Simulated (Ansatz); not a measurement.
The starting structures come from a database of crystals and need not be the phases stable at ambient conditions.

Tunnelling through a barrier is set by its complex band structure: the current falls as exp(−2κd) with the smallest κ.

```
Cs3PtH5
1.0
    6.24676     0.00000     0.00000
    0.00000     8.16377     0.00000
    0.00000     0.00000     8.16377
Cs H Pt
6 10 2
Direct
  0.00000   0.50000   0.50000
  0.00000   0.00000   0.00000
  0.50000   0.68451   0.18451
  0.50000   0.31549   0.81549
  0.50000   0.18451   0.31549
  0.50000   0.81549   0.68451
  0.50000   0.50000   0.50000
  0.50000   0.00000   0.00000
  0.18502   0.10208   0.60208
  0.81498   0.89792   0.39792
  0.18502   0.60208   0.89792
  0.81498   0.39792   0.10208
  0.18502   0.89792   0.39792
  0.81498   0.10208   0.60208
  0.18502   0.39792   0.10208
  0.81498   0.60208   0.89792
  0.00000   0.00000   0.50000
  0.00000   0.50000   0.00000
```

Space group of this cell: P4/mbm. The cell is taken as given.

Transport runs along the normal of the first two printed cell vectors, the (100) plane of the conventional cell.

The gap is the functional's own, uncorrected, and κ follows it; spin-orbit coupling is left out. Mid-gap values are interpolated between the computed energies.

Problem. Give the band gap and the smallest decay constant κ at mid-gap that r2SCAN (Ansatz, a quantum-chemistry and plane-wave program) yields.

Solution. Gap 2.44 eV on a 6×4×4 mesh; κ = 0.344 1/Å, at (0.500, 0.000) of the in-plane reciprocal vectors. At the zone centre, at the nearest computed energy, the slowest state has κ = 0.35 1/Å.
